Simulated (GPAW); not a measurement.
Band structure of NbZn3 (Pm-3m, 4 atoms in the cell).

```yaml
crystal:
  lattice:
    - [3.90998, 0.00000, 0.00000]
    - [0.00000, 3.90998, 0.00000]
    - [0.00000, 0.00000, 3.90998]
  atoms:
    - { symbol: Nb, position: [0.00000, 0.00000, 0.00000] }
    - { symbol: Zn, position: [0.50000, 0.00000, 0.50000] }
    - { symbol: Zn, position: [0.00000, 0.50000, 0.50000] }
    - { symbol: Zn, position: [0.50000, 0.50000, 0.00000] }
```

Method: PBEsol, GPAW PAW datasets PBEsol (made by gpaw-setup) (plane waves; GPAW 25.7.0).

Settings: mode = pw; ecut = 850 eV; xc = PBEsol; kpts = 7 7 7; mesh shift (steps) = 0 0 0; occupations.name = fermi-dirac; occupations.width = 0.1 eV; nbands = -8; symmetry.symmorphic = false; symmetry.tolerance = 0.0005; maxiter = 150; bandpath_npoints = 40.

The starting cell comes from a database of computed structures (which also holds hypothetical and non-ambient phases and stackings), without a prior relaxation at this level. Spin polarisation is off.

Levels in eV from the Fermi level, bands 22 to 28:
```csv
point,22,23,24,25,26,27,28
Γ,-1.41,0.38,0.38,0.38,1.49,1.49,1.49
X,-1.16,-1.10,-1.10,1.47,1.63,3.28,4.45
M,-3.39,-3.39,-0.39,-0.39,1.70,2.47,2.65
R,-2.93,-2.58,-1.07,-1.07,-1.07,2.07,2.07
```

Bands cross the Fermi level along this path, so the cell is metallic at this level.
